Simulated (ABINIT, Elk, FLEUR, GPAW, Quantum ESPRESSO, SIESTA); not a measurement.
# One structure in several programs: PdIn (Pm-3m, 2 atoms in the cell)

Self-consistent single point, at a second geometry (lattice scaled by 0.98). First geometry:

```xyz
2
Lattice="3.2815 0.0000 0.0000 0.0000 3.2815 0.0000 0.0000 0.0000 3.2815" Properties=species:S:1:pos:R:3 pbc="T T T"
In     1.6408     1.6408     1.6408
Pd     0.0000     0.0000     0.0000
```

Shared settings, as Quantum ESPRESSO writes them: occupations = smearing; smearing = fermi-dirac; degauss = 0.0099958 Ry; K_POINTS = automatic 13 13 13 0 0 0. Potentials and cutoffs stand in the table.

```
code                                                                                                                                model  ΔF from the first geometry (meV/atom)  pressure (GPa)         cutoff
----------------  -----------------------------------------------------------------------------------------------------------------------  -------------------------------------  --------------  -------------
ABINIT                                                                                                        PBE, PAW (JTH v2.0 PBE PAW)                                   45.1           11.60          24 Ha
Elk                                                                 PBE, all-electron FP-LAPW, Elk's shipped species files, LAPW+lo basis                                   39.6               –     rgkmax 7.5
Quantum ESPRESSO                                                                                PBE, PSlibrary PAW (PBE) pseudopotentials                                   48.5           10.82          50 Ry
FLEUR                                                                        PBE, all-electron FLAPW (FLEUR), scalar-relativistic valence                                   45.9               –  Kmax 4 1/bohr
GPAW                                                                                         PBE, GPAW PAW datasets PBE (gpaw-data 1.0.1)                                   43.1           11.18         550 eV
SIESTA            GGA PBE, numerical atomic orbitals DZP, PseudoDojo PBE standard norm-conserving potentials (rewritten from UPF to PSML)                                   42.3           11.04    grid 300 Ry
```

For Quantum ESPRESSO (by 1.4 GPa) the energy change implies a higher mean pressure, against the two pressures, than for the other programs: a sign of finite-basis (Pulay) stress.

A dash marks a value that a program does not give, or that is left out as unsure.

On ABINIT's run: spin polarisation is off.

The spread over the programs that give each value: ΔF from the first geometry within 8.9 meV/atom; pressure within 0.78 GPa.

SIESTA uses small atom-centred bases, whose incompleteness enters pressures, forces and empty levels differently from a plane-wave cutoff. Elk and FLEUR treat all electrons, but the usual bases taken here (sphere radii, linearisation, local orbitals, empty states) were not tested for convergence, so the values are no reference for the others.

The starting cell has typed, rounded lattice constants, without a prior relaxation at this level. Its lattice was rescaled by a random factor within 2.5 % of one. For this run, on top of that: lattice scaled by 0.98.
